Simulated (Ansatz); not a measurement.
# Hypothetical cubic perovskite TlZnBr3: Zn → Ti

Consider TlZnBr3 in the cubic perovskite structure (space group Pm-3m, No. 221; a = 5.1349 Å; a hypothetical phase, not in the database extracts checked).

It is then changed as follows: full substitution Zn → Ti, then cell and atoms are relaxed.

Level of theory: PBEsol/PAW in Ansatz (a quantum-chemistry and plane-wave program), spin-orbit coupling left out. Γ-centred 9×9×9 mesh, Fermi–Dirac width 0.05 eV, for the changed cell.

The volume per atom goes up by 0.96 Å³, from 27.08 Å³ to 28.04 Å³ and the lattice parameter a goes up by 0.113 bohr (9.704 bohr → 9.817 bohr). The space group remains Pm-3m (No. 221) and the shortest interatomic distance grows by 0.0567 bohr to 4.908 bohr. The band gap becomes zero (base: 0.29 eV) and the magnetic state becomes ferromagnetic (base: not spin-polarised). The largest site moment goes from zero to 1.45 μB.

Final structure:

```yaml
crystal:
  lattice:
    - [5.19489, 0.00000, 0.00000]
    - [0.00000, 5.19489, 0.00000]
    - [0.00000, 0.00000, 5.19489]
  atoms:
    - { symbol: Tl, position: [0.00000, 0.00000, 0.00000] }
    - { symbol: Ti, position: [0.50000, 0.50000, 0.50000] }
    - { symbol: Br, position: [0.00000, 0.50000, 0.50000] }
    - { symbol: Br, position: [0.50000, 0.50000, 0.00000] }
    - { symbol: Br, position: [0.50000, 0.00000, 0.50000] }
```

The magnetic state is the one reached from the starting moments; the real material's order can differ, and small cells can't hold many antiferromagnetic ones. With Tl present, leaving out spin-orbit coupling can change the band edges. No phonon test of stability was made. As relaxed here, TiTlBr3 is a hypothetical phase, not in the database extracts checked. No Hubbard U is applied, and correlation can decide whether such a compound is a metal. Many cubic perovskites are stable only at high temperature; tilts and polar distortions were not tested. The zero or small gap of TlZnBr3 can change with the level of theory.
